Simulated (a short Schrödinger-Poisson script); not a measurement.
Stack: gated Al0.3Ga0.7N/GaN polarisation-induced gas, at 300 K.

```csv
layer,material,thickness (nm),Na (cm⁻³)
1,Al0.3Ga0.7N,20,-
2,GaN,6000,2e14
```

Constants are typed, rounded textbook-type inputs, not results; the design itself was drawn at random and stands for no fabricated device. Al0.3Ga0.7N: permittivity 9.32, conduction-band edge (eV) 0.414, gap (eV) 4.021, electron mass (mₑ) 0.236, Nv at 300 K (cm⁻³) 4.6e19. GaN: permittivity 9.5, conduction-band edge (eV) 0, gap (eV) 3.43, Nv at 300 K (cm⁻³) 4.6e19.

Channel valleys (confinement mass, in-plane density-of-states mass, number): Γ 0.2, 0.2, 1. At the gate the conduction-band edge of layer 1 lies 1.43 eV − eVg above the Fermi level of the channel; the field vanishes at the back. Sheet of polarisation charge: +1.5e13 e/cm² at 20 nm from the gate. The barrier under the gate holds no holes. Gaps are held at their typed values at every temperature. Mesh 0.08 nm at interfaces.

Solved with a short Schrödinger-Poisson script written for these runs: 1D Poisson equation in equilibrium, electrons quantum, Hartree plus LDA exchange-correlation (BenDaniel-Duke, 40 states a valley, the channel's in-plane mass for all, wave functions free to enter the barrier), parabolic valleys, classical holes, full ionisation, no traps, pinning or gate leakage.

**Question.** List the lowest subbands of each valley and their electrons at Vg = 0.5 V.

**Answer.** 
| valley | subband | energy from the Fermi level (meV) | electrons (cm⁻²) | share (%) |
|---|---|---|---|---|
| Γ | 0 | -134.0 | 1.12e13 | 88.1 |
| Γ | 1 | 10.0 | 1.12e12 | 8.8 |
| Γ | 2 | 58.9 | 2.11e11 | 1.7 |

All electrons: 1.27e13 cm⁻².
